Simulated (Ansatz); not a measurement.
Density of states of Si₂Re₂La (Imma, 10 atoms in the cell).

```
CELL_PARAMETERS angstrom
     -2.05800     2.10300    10.44500
      2.05800    -2.10300    10.44500
      2.05800     2.10300   -10.44500
ATOMIC_POSITIONS crystal
  Si 0.35600 0.10600 0.25000
  Si 0.64400 0.89400 0.75000
  Re 0.71290 0.46290 0.25000
  Re 0.28710 0.53710 0.75000
  Re 0.21190 0.96190 0.25000
  Re 0.78810 0.03810 0.75000
  La 0.91500 0.66500 0.25000
  La 0.08500 0.33500 0.75000
  Si 0.46600 0.21600 0.25000
  Si 0.53400 0.78400 0.75000
```

Level of theory: LDA (PW92), default PAW files made with PBE (plane waves; Ansatz, an electronic-structure program).

SCF settings: basis.ecutwfc = 420 eV; kpoints.mp_grid.grid = 5 5 5; hamiltonian.xc = lda; hamiltonian.pseudopotentials = {kind: paw} (the program's default PAW files); scf.occupations.method = cold; scf.occupations.width = 0.1 eV. Keys of the DOS step: output.dos.nscf_kmesh.grid = 8 8 8; output.dos.method = {smearing: {sigma: 0.02}} eV.

The starting cell comes from a database of published, mostly measured structures (it also holds non-ambient and calculated ones), without a prior relaxation at this level. Spin-orbit coupling is off. Spin polarisation is off.

Total DOS (both spins), as means of the tabulated values in each energy bin; the zero is the program's Fermi level or highest filled level, and the curve is cut to this window:

```
E (eV) | states/eV/cell
    -7.80 | ### 1.19
    -7.40 | ### 1.32
    -7.00 | ###### 2.44
    -6.60 | ### 1.35
    -6.20 | ## 0.80
    -5.80 | ########## 4.07
    -5.40 | ######### 3.70
    -5.00 | ############## 5.48
    -4.60 | ############## 5.48
    -4.20 | ################### 7.45
    -3.80 | ################ 6.32
    -3.40 | ################ 6.32
    -3.00 | ################### 7.61
    -2.60 | ################### 7.40
    -2.20 | #################### 7.84
    -1.80 | ###################### 8.89
    -1.40 | ############################## 11.9
    -1.00 | ############################ 11.1
    -0.60 | ################ 6.54
    -0.20 | ############ 4.62
     0.20 | ########## 3.93
     0.60 | ########## 4.07
     1.00 | ########### 4.41
```

Around zero the curve holds about 4.1 states/eV/cell.

Keys are those of Ansatz 0.2.
